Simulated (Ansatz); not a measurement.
MgF2 (P4_2/mnm), PBEsol, rigid bands run with Ansatz (a first-principles code): N_v = 1.46e20 cm⁻³ at 300 K and a hole conductivity mass of 3.10 mₑ along y (a = (4.64, 0.00, 0.00) Å; b = (0.00, 4.64, 0.00) Å; c = (0.00, 0.00, 3.06) Å).

Problem. For 1e16 holes per cm³ at 300 K, place the Fermi level, estimate the Seebeck coefficient of a parabolic band with constant τ, and give mobility and conductivity for τ = 10 fs.

Solution. The level lies k_BT ln(N_v/p) = 0.248 eV above the valence-band maximum. S ≈ +(k_B/e)[ln(N_v/p) + 5/2] = 1042 μV/K, against 1035 μV/K from the full bands (mean over directions). μ = eτ/m = 5.67 cm²/(V·s) and σ = peμ = 0.00909 S/cm. τ is assumed, not computed.

Band transport and this doping are assumed; polarons and phonon drag are left out. Spin-orbit coupling is left out.
